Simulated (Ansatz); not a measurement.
Results of PBEsol (plane waves, PAW; Ansatz, a quantum-chemistry and plane-wave program) for Si3N4 (model structure, started from the spinel Si type, Fd-3m, No. 227, 14 atoms in the cell).

Numerical settings: plane-wave cutoff 520 eV, 8×8×8 k mesh, Fermi–Dirac smearing 0.01 eV, scalar-relativistic PAW data made under PBE.

Cell (relaxed with PBEsol):

```cif
data_N32Si24
_chemical_formula_sum 'Si24 N32'
_space_group_name_H-M_alt 'Fd-3m :1'
_space_group_IT_number 227
_space_group_name_Hall 'F 4d 2 3 -1d'
_cell_length_a 7.74370
_cell_length_b 7.74370
_cell_length_c 7.74370
_cell_angle_alpha 90.000
_cell_angle_beta 90.000
_cell_angle_gamma 90.000
loop_
_atom_site_label
_atom_site_type_symbol
_atom_site_symmetry_multiplicity
_atom_site_Wyckoff_symbol
_atom_site_fract_x
_atom_site_fract_y
_atom_site_fract_z
_atom_site_occupancy
Si1 Si 16 c 0.12500 0.12500 0.12500 1
Si2 Si 8 b 0.50000 0.50000 0.50000 1
N1 N 32 e 0.36755 0.36755 0.36755 1
```
(The calculation used a cell of 14 atoms; values per cell refer to that cell.)

Predict the band gap and smallest direct gap on the k points sampled.


- band gap = 3.29 eV (indirect)
- smallest direct gap on the k points sampled = 3.32 eV

Note: the relaxation could raise the start's symmetry but not lower it, so the cell can be a saddle point.

It cost around 27 core-seconds (rough) of CPU time.

A model structure was made by putting elements into a prototype or built by hand; it is no filed structure, need not be a known phase, and can be a saddle point held by its symmetry.
